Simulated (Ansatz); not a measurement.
LaBr₃ (P6₃/m, No. 176)

These are B3LYP (VWN-RPA form) in Ansatz (plane waves, PAW) values and carry that method's errors.

Settings: plane-wave cutoff 460 eV, 6×6×6 k mesh, Fermi–Dirac smearing 0.01 eV, scalar-relativistic PAW data made under PBE.

Cell: measured lattice: a = 7.965 Å, b = 7.965 Å, c = 4.512 Å, α = 90.00°, β = 90.00°, γ = 120.00°.

| Item | Result |
|---|---|
| band gap | 5.05 eV |

Measured, for comparison: band gap 5.9 eV (temperature not stated, no zero-point or thermal correction, literature value; as tabulated in Przystupa et al. (2023), doi:10.3390/ma16145085).

Note: cell and atoms aren't relaxed at this level (largest force component 0.12 eV/Å, pressure 3.0 GPa).

Spin–orbit coupling is not included.

Static lattice: no zero-point or thermal effects.

Ansatz is a quantum-chemistry and plane-wave program.
